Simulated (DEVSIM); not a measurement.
Device: Al0.3Ga0.7As/GaAs p-n heterojunction, at 300 K.

```csv
layer (left to right),material,thickness (μm),Nd (cm⁻³),Na (cm⁻³),τn (s),τp (s)
1,Al0.3Ga0.7As,0.490,-,1.1e17,2.1e-8,2.1e-8
2,GaAs,3.10,4.1e15,-,2.1e-8,2.1e-8
```

Left contact: ohmic. Right contact: ohmic. Voltage is applied to the left contact. Recombination: SRH at mid-gap. Mobility is constant in doping.

The device is made up for the run: typed textbook-type constants, with dimensions and the other settings drawn at random. Values at 300 K.

| parameter | Al0.3Ga0.7As | GaAs |
|---|---|---|
| gap (eV) | 1.7981 | 1.424 |
| affinity (eV) | 3.833 | 4.07 |
| permittivity | 12.05 | 12.9 |
| Nc (cm⁻³) | 6.96e17 | 4.7e17 |
| Nv (cm⁻³) | 9e18 | 9e18 |
| μn (cm²/Vs) | 3880 | 8500 |
| μp (cm²/Vs) | 197 | 400 |

Model (solved in DEVSIM): 1D drift-diffusion, Boltzmann statistics, complete ionisation; no tunnelling, impact ionisation, image-force lowering or self-heating. Band offsets follow the typed affinities; no thermionic-emission limit at abrupt steps, no polarisation charge.

### Question
Tabulate band edges, carrier densities and field at zero bias.

### Answer
Energies count from the Fermi level of the right contact; mesh points crowd at the junctions.

```csv
x (μm),Ec (eV),Ev (eV),n (cm⁻³),p (cm⁻³),field (V/cm)
0.000,1.684,-0.114,< 1e2,1.1e17,≈ 0
0.006451,1.684,-0.114,< 1e2,1.1e17,≈ 0
0.02140,1.684,-0.114,< 1e2,1.1e17,≈ 0
0.05602,1.684,-0.114,< 1e2,1.1e17,≈ 0
0.1818,1.684,-0.114,< 1e2,1.1e17,≈ 0
0.3463,1.684,-0.114,< 1e2,1.1e17,≈ 0
0.4308,1.682,-0.116,< 1e2,1.0e17,-1800
0.4740,1.632,-0.166,< 1e2,1.5e16,-31000
0.4859,1.584,-0.214,< 1e2,2.3e15,-50000
0.4911,1.319,-0.105,< 1e2,1.6e17,-50000
0.4991,1.284,-0.140,< 1e2,4.1e16,-40000
0.5268,1.184,-0.240,< 1e2,8.3e14,-35000
0.5830,0.999,-0.425,< 1e2,6.5e11,-31000
0.7151,0.636,-0.788,9800000,520000,-24000
1.204,0.128,-1.296,3.3e15,< 1e2,-780
2.162,0.123,-1.301,4.1e15,< 1e2,≈ 0
2.985,0.123,-1.301,4.1e15,< 1e2,≈ 0
3.335,0.123,-1.301,4.1e15,< 1e2,≈ 0
3.512,0.123,-1.301,4.1e15,< 1e2,≈ 0
3.559,0.123,-1.301,4.1e15,< 1e2,≈ 0
3.580,0.123,-1.301,4.1e15,< 1e2,≈ 0
3.590,0.123,-1.301,4.1e15,< 1e2,≈ 0
```
